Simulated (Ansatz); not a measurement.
Structures of equal composition on the (111)A surface of zinc-blende GaP (Ga plane on top): 2x2 Al adatom at H3; 2x2 Al adatom at T4. The slabs share one bottom face, and each structure is named by its start. These are constructed structures in small cells; real faces may alloy, dewet or reconstruct in larger ones, and not all known structures of the face are among them. Slabs of about 13 Å with all that they carry, Fermi-Dirac smearing of 0.025 eV. Bottom of the slabs: H caps. Relaxed from the named starts with such symmetry as they have, on meshes of like density; energies extrapolated to zero smearing; no spin-orbit coupling, no U. Spin-polarised runs, if any, are marked in brackets, and their order is one that fits the cell; the others ran without spin. Where a second, spin-polarised start was run, the lower counts.

Host crystal: zinc-blende GaP, with a band gap (PBE, scalar-relativistic without spin-orbit coupling).

Method: PBE (plane waves to 420 eV, PAW; Ansatz, an electronic-structure program).

**Question.** Put the candidates in order of energy per 1x1 cell, lowest first, for PBE.

**Answer.** 2x2 Al adatom at T4 (0.000 eV, gap 0.58 eV on the mesh), 2x2 Al adatom at H3 (0.044 eV, gap 0.54 eV on the mesh)
